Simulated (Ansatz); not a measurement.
System: AlBiO3 (Pm-3m, No. 221, 5 atoms in the cell; start mp-23080; idealised structure). Method: G0W0@PBEsol (Ansatz, an electronic-structure program, hard PAW, contour deformation).

The same calculation (at the PBEsol cell, 10.581 Å³/atom) with different numerical settings; throughout: k mesh 2×2×2:

```
run  response cutoff (eV)  empty bands  quasiparticle gap on the mesh (eV)  quasiparticle gap at Γ (eV)
---  --------------------  -----------  ----------------------------------  ---------------------------
1                     100          221                               1.690                        8.714
2                     150          405                               1.830                        8.750
3                     200          624                               1.923                        8.787
4                     250          872                               1.985                        8.818
5                     300         1147                               2.028                        8.840
6                     400         1766                               2.080                        8.868
7                     500         2467                                 ___                          ___
```

Fill in the missing entries.


- 7, quasiparticle gap on the mesh (eV): 2.108
- 7, quasiparticle gap at Γ (eV): 8.885

In the column quasiparticle gap on the mesh (eV) the first row differs from the last by -0.418 and the next to last by -0.028.

The last row is no converged limit: other settings stay fixed.

Spin–orbit coupling is not included.

Note: filled d or f shells below the valence bands can shift G0W0 gaps through exchange with them, which wasn't tested here.

A start named mp-… is a Materials Project structure, which need not be a measured phase.
